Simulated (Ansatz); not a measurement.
A user runs Ansatz (a quantum-chemistry and plane-wave program) on SrCl₂ (Fm-3m, 3 atoms in the cell) and asks whether the run is sound. The aim is a self-consistent single point with DFT, revPBE, plane waves, default PAW files made with PBE.

Cell that was meant: a = 5.0113 Å, b = 5.0113 Å, c = 5.0113 Å, α = 60.00°, β = 60.00°, γ = 60.00°.

Part of the input:

Ansatz 0.2 input:
```yaml
    - { symbol: Sr, position_ang: [0.000000, 0.000000, 0.000000] }
    - { symbol: Cl, position_ang: [5.315238, 5.315238, 5.315238] }
    - { symbol: Cl, position_ang: [1.771746, 1.771746, 1.771746] }
basis:
  ecutwfc: 30
kpoints:
  mp_grid: { grid: [4, 4, 4] }
hamiltonian:
```

Log, with long lists cut:

```
   [... lines left out ...]
PAW frozen core: Cl, regenerated for the run's functional, and the local potential with it
Initial density: superposition of atomic densities (neutral atoms: chi_scale 0, normalization atom), corrected by the library's trained network
Initial wavefunctions: pseudopotential atomic-orbital guess
Eigensolver: davidson
Functional: x = revpbe(κ = 1.245, μ = 0.2195149727645171), c = pbe(β = 0.06672455060314922)
SCF iter   1: F=—  HF=-5535.866861 eV  |F-HF|=—  |Δ(HF+E_count)|=         —  Δρ=3.57e-1  dr2=1.57e2  ethr=1.77e-3  ⟨swp⟩=1.0  Hψ=261  notcnv=0
all-band conjugate gradients solve this SCF's bands
preconditioner: auto → LDOS
SCF iter   2: F=—  HF=-5451.344259 eV  |F-HF|=—  |Δ(HF+E_count)|=    8.45e1  Δρ=1.15e-1  dr2=2.14e1  ethr=1.77e-3  ⟨swp⟩=2.6  Hψ=349  notcnv=0
   [... lines left out ...]
SCF iter   8: F=—  HF=-5436.553897 eV  |F-HF|=—  |Δ(HF+E_count)|=   2.32e-5  Δρ=9.94e-5  dr2=1.69e-5  ethr=2.17e-7  ⟨swp⟩=1.0  Hψ=128  notcnv=0
SCF iter   9: F=—  HF=-5436.553891 eV  |F-HF|=—  |Δ(HF+E_count)|=   5.74e-6  Δρ=2.52e-5  dr2=1.11e-6  ethr=7.04e-8  ⟨swp⟩=1.2  Hψ=130  notcnv=0
SCF iter  10: F=—  HF=-5436.553891 eV  |F-HF|=—  |Δ(HF+E_count)|=   3.21e-7  Δρ=7.69e-6  dr2=1.03e-7  ethr=4.62e-9  ⟨swp⟩=1.4  Hψ=140  notcnv=0
SCF iter  11: F=-5436.553891 eV  HF=-5436.553891 eV  |F-HF|=4.39e-9  |Δ(HF+E_count)|=   2.84e-8  Δρ=2.46e-6  dr2=1.03e-8  ethr=4.17e-10  ⟨swp⟩=3.1  Hψ=313  notcnv=0
SCF 1 converged in 11 iterations: F = -5436.553891 eV  dr2 = 1.03e-8
Free energy (F): -5436.553891 eV
Internal energy: -5436.553891 eV  (E = F + TS)
E sigma→0 (E₀):  -5436.553891 eV
Fermi energy:    9.248343 eV
--- Forces (eV/Å), atoms counted from 1 ---
  atom   1  Sr    -0.00000000    -0.00000000    -0.00000000
   [... zero for the other atoms too ...]
--- Stress (GPa, compression-positive) ---
     -410.115002      -0.000000      -0.000000
        0.000000    -410.115002      -0.000000
       -0.000000      -0.000000    -410.115002
  P = ⅓ Tr σ = -410.1150 GPa (-4101.150 kbar)
  The stress holds no Pulay correction (an occupied level lies too near the plane-wave cutoff): it is that at fixed plane waves, as pw.x and ABINIT print it
```

Q: Can these results be used? Check the input.

A: The run is not sound. The fault is this: a cutoff meant in Ry typed as a bare number, read as eV. A bare number is read in the key's own unit, and eV, Ry (13.6 eV) and Ha (27.2 eV) lie far apart, so the setting ends up far from the one that was meant. To fix it, convert the value to the unit that the key expects. The run converged in 11 iterations without an error; against the sound input the free energy rises by 94.8 eV/atom, the pressure goes from 0.80 to -410.1 GPa and the gap on the mesh goes from 5.444 to 1.818 eV.

An input that runs soundly differs in these lines (not the only fix; some lines may just follow from the change or write a value another way):
```diff
-basis:
-  ecutwfc: 30
```

With that input, the run converged in 6 iterations: free energy E − TS (on the zero of these files) -5720.9198 eV; top of the valence band (on the code's own zero) 2.76 eV; gap on the k-point mesh 5.44 eV; pressure 0.80 GPa (DFT, revPBE, plane waves, default PAW files made with PBE).

On the sound input: the starting cell comes from a database of computed structures (which also holds hypothetical and non-ambient phases and stackings), without a prior relaxation at this level. Its lattice was rescaled by a random factor within 2.5 % of one. Ansatz's pressure includes its estimate of the finite-basis (Pulay) stress.
